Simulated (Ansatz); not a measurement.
How far PBE-D3(BJ) and r2SCAN+rVV10 part for MoS2, pressure 0.9 GPa

Take MoS$_{2}$ in the 2H-MoS2 type structure (space group P6_3/mmc, No. 194; a = 3.149 Å, c = 12.092 Å; layered, stacked along the Cartesian z axis) as the base.

(Cell as relaxed with PBE-D3(BJ).)

Levels (all Ansatz, a first-principles code, PAW, earlier PAW set): PBE-D3(BJ) (420 eV, spin-orbit coupling left out); r2SCAN+rVV10 (500 eV, spin-orbit coupling left out).

Each level relaxes its own structure.

| base | PBE-D3(BJ) | r2SCAN+rVV10 |
|---|---|---|
| volume per atom | 17.31 Å³ | 18.08 Å³ |
| lattice parameter a | 5.952 bohr | 5.996 bohr |
| band gap | 0.78 eV | 1.01 eV |

The change: a hydrostatic pressure of 0.9 GPa.

| quantity | PBE-D3(BJ) | r2SCAN+rVV10 |
|---|---|---|
| hole mass | 1.0 mₑ along c, 0.55 mₑ across (at Γ) | ? |
| lattice parameter a | 5.936 bohr | ? |
| valence-band top at Γ (three highest levels, from the VBM) | 0.00, -1.05, -1.37 eV | ? |

What does r2SCAN+rVV10 give?


- hole mass, r2SCAN+rVV10: 0.91 mₑ along c, 0.63 mₑ across (at Γ)
- lattice parameter a, r2SCAN+rVV10: 5.982 bohr
- valence-band top at Γ (three highest levels, from the VBM), r2SCAN+rVV10: 0.00, -1.22, -1.30 eV

PBE-D3(BJ)'s lattice parameter a lies 0.046 bohr below r2SCAN+rVV10's (0.8 %). Neither level is exact; r2SCAN+rVV10 is the comparison here, not a measurement.

Load acts through the strain it causes; cell and atoms are relaxed under it. Effective masses come from finite differences of ±0.01 Å⁻¹. No phonon test of stability was made.
